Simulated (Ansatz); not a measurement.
A hypothetical phase is included: elements placed on a structure type, which no database files for this compound.

The decay constant κ of evanescent states in the gap governs leakage through a thin film.

Data:

```
CELL_PARAMETERS angstrom
      3.05731     0.00000     0.00002
      0.00000     7.01845     0.00000
      1.52863     0.00000     2.64772
ATOMIC_POSITIONS crystal
  Si 0.50001 0.33333 0.00000
  Si 0.49999 0.00000 0.50001
  Si 0.00000 0.66667 0.49999
  C  0.50000 0.83333 0.00000
  C  0.50000 0.50000 0.50000
  C  0.00000 0.16667 0.50000
```

The cell was relaxed by PBE-D3(BJ); by r2SCAN it stands under a pressure of 3.1 GPa.

Transport runs along the normal of the first two printed cell vectors, the (100) plane of the conventional cell.

No gap correction and no spin-orbit coupling; mid-gap is the computed energy nearest the middle.

**Question.** Predict the band gap and the smallest decay constant κ at mid-gap from r2SCAN (Ansatz, a first-principles code).

**Answer.** Gap 1.16 eV on a 12×4×12 mesh; κ = 0.178 1/Å, at the zone centre.
